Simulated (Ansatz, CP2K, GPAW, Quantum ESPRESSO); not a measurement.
## CoGe (P2_13, 8 atoms in the cell) computed with different codes at matched settings

Self-consistent single point, at a second geometry (lattice scaled by 0.98). First geometry:

```xyz
8
Lattice="4.5795 0.0000 0.0000 0.0000 4.5795 0.0000 0.0000 0.0000 4.5795" Properties=species:S:1:pos:R:3 pbc="T T T"
Co     0.6266     0.6266     0.6266
Co     1.6631     3.9529     2.9163
Co     2.9163     1.6631     3.9529
Co     3.9529     2.9163     1.6631
Ge     3.8459     3.8459     3.8459
Ge     3.0233     0.7336     1.5561
Ge     1.5561     3.0233     0.7336
Ge     0.7336     1.5561     3.0233
```

Shared settings, as Ansatz (a first-principles code) writes them: kpoints.mp_grid.grid = 5 5 5; scf.occupations.method = gaussian; scf.occupations.width = 0.1 eV. Potentials and cutoffs stand in the table.

| code | model | ΔF from the first geometry (meV/atom) | pressure (GPa) | largest force (eV/Å) | cutoff |
|---|---|---|---|---|---|
| CP2K | PBEsol, GPW, DZVP-MOLOPT-SR-GTH basis, GTH-PBE potentials (GTH_POTENTIALS) | 42.2 | 17.01 | 0.345 | grid 600 Ry |
| GPAW | PBEsol, GPAW PAW datasets PBEsol (made by gpaw-setup) | 28.8 | 13.87 | 0.320 | 850 eV |
| Quantum ESPRESSO | PBEsol, PSlibrary PAW (PBE) pseudopotentials | 37.1 | 15.45 | 0.378 | 50 Ry |
| Ansatz | PBEsol, default PAW files made with PBE | 22.9 | 12.32 | 0.281 | 420 eV |

For Quantum ESPRESSO (by 0.6 GPa) the energy change implies a higher mean pressure, against the two pressures, than for the other programs: a sign of finite-basis (Pulay) stress.

Size of the force on each atom (eV/Å): Sizes of forces hide their directions.

```tsv
code	Co1	Co2	Co3	Co4	Ge5	Ge6	Ge7	Ge8
CP2K	0.345	0.345	0.345	0.345	0.044	0.044	0.044	0.044
GPAW	0.320	0.320	0.320	0.320	0.128	0.128	0.128	0.128
Quantum ESPRESSO	0.378	0.378	0.378	0.378	0.163	0.163	0.163	0.163
Ansatz	0.281	0.281	0.281	0.281	0.111	0.111	0.111	0.111
```

On Ansatz's run: spin polarisation is off.

The spread over the programs that give each value: ΔF from the first geometry within 19.3 meV/atom; pressure within 4.69 GPa; largest force within 0.097 eV/Å.

CP2K uses small atom-centred bases, whose incompleteness enters pressures, forces and empty levels differently from a plane-wave cutoff. Ansatz's pressure is given at a fixed set of plane waves, as the other plane-wave codes print theirs; with its correction for the finite basis it is 12.43 GPa. In the force vectors, CP2K (by 0.084) lies more than 0.08 eV/Å from the median of the plane-wave programs.

The starting cell comes from a database of computed structures (which also holds hypothetical and non-ambient phases and stackings), without a prior relaxation at this level. For this run, on top of that: lattice scaled by 0.98.

Left out of this page: Elk and FLEUR (not drawn, or without a comparable value).

Keys are those of Ansatz 0.2.
